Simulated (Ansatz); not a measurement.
Take TiAl (space group P4/mmm, No. 123; relaxed with 0.1 eV smearing) as the base.

```cif
data_AlTi
_chemical_formula_sum 'Al1 Ti1'
_space_group_name_H-M_alt 'P 1'
_space_group_IT_number 1
_cell_length_a 2.81268
_cell_length_b 2.81268
_cell_length_c 4.06194
_cell_angle_alpha 90.000
_cell_angle_beta 90.000
_cell_angle_gamma 90.000
loop_
_space_group_symop_operation_xyz
  'x, y, z'
loop_
_atom_site_label
_atom_site_type_symbol
_atom_site_fract_x
_atom_site_fract_y
_atom_site_fract_z
_atom_site_occupancy
Al1 Al 0.50000 0.50000 0.50000 1
Ti1 Ti 0.00000 0.00000 0.00000 1
```

Calculations: r2SCAN (Ansatz, a program for electronic structure), no spin-orbit coupling, earlier PAW set.

For the base:

- Pressure = 0.0 GPa

One thing is altered: an isotropic linear strain of +0.81 %, atoms relaxed at fixed cell.

Problem. What happens to the energy relative to the base?

Solution. The energy rises by 3.5 meV/atom.

Problem. Estimate the effect on the pressure.

Solution. The pressure (mean of the normal stresses, compression positive) goes from zero to -2.8 GPa.

Stability against distortions was not tested. All final runs are without spin polarisation.
